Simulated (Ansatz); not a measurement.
## NiAs-type NiSb

Method: rVV10 (plane waves, PAW; Ansatz, a program for electronic structure).

Settings: plane-wave cutoff 520 eV, 18×18×12 k mesh (along the axes of the cell as run), Fermi–Dirac smearing 0.05 eV, no spin polarisation, scalar-relativistic PAW data made under PBE.

Cell (relaxed at this level):

```xyz
4
Lattice="2.0072 -3.4765 0.0000 2.0072 3.4765 0.0000 0.0000 0.0000 5.2112" Properties=species:S:1:pos:R:3 pbc="T T T"
Ni     0.0000     0.0000     2.6056
Ni     0.0000     0.0000     0.0000
Sb     2.0072     1.1588     1.3028
Sb     2.0072    -1.1588     3.9084
```

For NiAs-type NiSb, the bulk modulus is 103 GPa. The band gap comes out as none. The pressure derivative B′ of the bulk modulus comes out as 5.0.

Note: the bulk modulus comes from volumes at which shape and atoms were relaxed.

Spin–orbit coupling is not included.

Computed values are for the static lattice.
